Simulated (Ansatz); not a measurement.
Ti (P6/mmm, No. 191, 3 atoms in the cell; start mp-72; another form than the element's usual one) was calculated with PBEsol (Ansatz, a first-principles code, PAW).

Settings: plane-wave cutoff 520 eV, 18×18×20 k mesh (along the axes of the cell as run), Fermi–Dirac smearing 0.05 eV, no spin polarisation, scalar-relativistic PAW data made under PBE.

Cell (relaxed at this level):

```cif
data_Ti3
_chemical_formula_sum 'Ti3'
_space_group_name_H-M_alt 'P6/mmm'
_space_group_IT_number 191
_space_group_name_Hall '-P 6 2'
_cell_length_a 4.51437
_cell_length_b 4.51437
_cell_length_c 2.79937
_cell_angle_alpha 90.000
_cell_angle_beta 90.000
_cell_angle_gamma 120.000
loop_
_atom_site_label
_atom_site_type_symbol
_atom_site_symmetry_multiplicity
_atom_site_Wyckoff_symbol
_atom_site_fract_x
_atom_site_fract_y
_atom_site_fract_z
_atom_site_occupancy
Ti1 Ti 1 a 0.00000 0.00000 0.00000 1
Ti2 Ti 2 d 0.33333 0.66667 0.50000 1
```

Task: What does this level give for the bulk modulus?

Result: 
- bulk modulus = 120 GPa

Note: the run has no spin polarisation, so it can have missed a magnetic state; the bulk modulus is −V dP/dV from two relaxed cells at ±2 % in volume; the relaxation could not lower the start's symmetry, so the cell can be a saddle point above a distorted one.

Computed values are for the static lattice.

A start named mp-… is a Materials Project structure, which need not be a measured phase.
